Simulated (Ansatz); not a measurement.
V3Si: pressure series

The reference is V3Si in the A15 (Cr3Si type) structure (space group Pm-3n, No. 223; a = 4.6495 Å).

Cell and atoms are relaxed at each pressure.

Level of theory: PBEsol, PAW, 420 eV (Ansatz, a first-principles code; spin-orbit coupling left out).

| P (GPa) | V (Å³/atom) |
|---|---|
| -2.00 | 12.688 |
| -1.00 | 12.625 |
| 1.80 | 12.457 |
| 4.20 | 12.322 |
| 8.99 | 12.071 |
| 17.98 | 11.659 |
| 30.00 | 11.197 |
| 45.00 | 10.722 |
| 59.99 | 10.326 |

A third-order Birch–Murnaghan fit to these points gives V₀ = 12.56 Å³/atom, B₀ = 207 GPa and B₀′ = 4.0. At pressure 60 GPa the volume is 82.2 % of V₀.

Measured bulk modulus of V3Si: 171 GPa (room temperature; as listed in Z. W. Lu, Barry M. Klein, Physical Review Letters (1997)); the computed value is for a static lattice, so the two differ by thermal effects too.

Load acts through the strain it causes; cell and atoms are relaxed under it. Stability against distortions was not tested. No other phases were tried under pressure. Seeded moments were not kept for the base. The final runs are not spin-polarised.
